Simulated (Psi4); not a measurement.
Psi4 1.11, PBE0/def2-svp: Ge(F)3(GeH3) ([F][Ge]([F])([F])[GeH3]), 8 atoms. The geometry is a generated start, not checked to be a minimum at this level.

| Item | Result |
|---|---|
| task | energy |
| method | pbe0 |
| basis | def2-svp |
| memory | 3 GB |
| maxiter | 100 |
| keys of the molecule block | symmetry c1 |
| scf_type | df (default) |
| e_convergence | 1e-06 (default) |
| d_convergence | 1e-06 (default) |
| dft_radial_points | 75 (default) |
| dft_spherical_points | 302 (default) |
| basis functions | 121 |
| grid points | 172722 |

```xyz
8

F      1.9941    -0.4054     1.3601
Ge     1.0685    -0.0520    -0.0822
F      1.8838     1.4114    -0.6292
F      1.7505    -1.2252    -1.1962
Ge    -1.3408     0.0532     0.1123
H     -1.6755     1.2952     0.8777
H     -1.7870    -1.1788     0.8350
H     -1.8937     0.1018    -1.2775
```

With the defaults (diis = true, scf_initial_accelerator = adiis, damping_percentage = 0, diis_max_vecs = 10, soscf = false, soscf_start_convergence = 0.01, guess = auto, which took SAD) it converges in 10 SCF iterations. One run each on 2 threads, with these changes:
- guess = sap
- diis_max_vecs = 6
- guess = sapgau
- guess = modhuckel
- guess = gwh
- soscf = true, soscf_start_convergence = 0.1
- diis_max_vecs = 3
- damping_percentage = 20
- diis = false, scf_initial_accelerator = none, damping_percentage = 60

Task: Which runs fail or end elsewhere than the default run?

Result: No convergence: diis = false, scf_initial_accelerator = none, damping_percentage = 60 (the run ends without SCF convergence in 100 iterations). The rest reach the solution of the defaults.

| setting | SCF iterations | JK calls | end |
|---|---|---|---|
| soscf = true, soscf_start_convergence = 0.1 | 6 | 22 | same solution |
| guess = sapgau | 9 | 9 | same solution |
| guess = sap | 9 | 9 | same solution |
| guess = modhuckel | 9 | 26 | same solution |
| the defaults | 10 | 11 | same solution |
| diis_max_vecs = 6 | 10 | 11 | same solution |
| guess = gwh | 13 | 13 | same solution |
| diis_max_vecs = 3 | 13 | 14 | same solution |
| damping_percentage = 20 | 18 | 19 | same solution |
| diis = false, scf_initial_accelerator = none, damping_percentage = 60 | 100 | 101 | no convergence |

An SOSCF iteration holds several JK calls; a Hückel guess adds calls on atoms. 1 further run of the study ended by our limits or in an error and is left out.
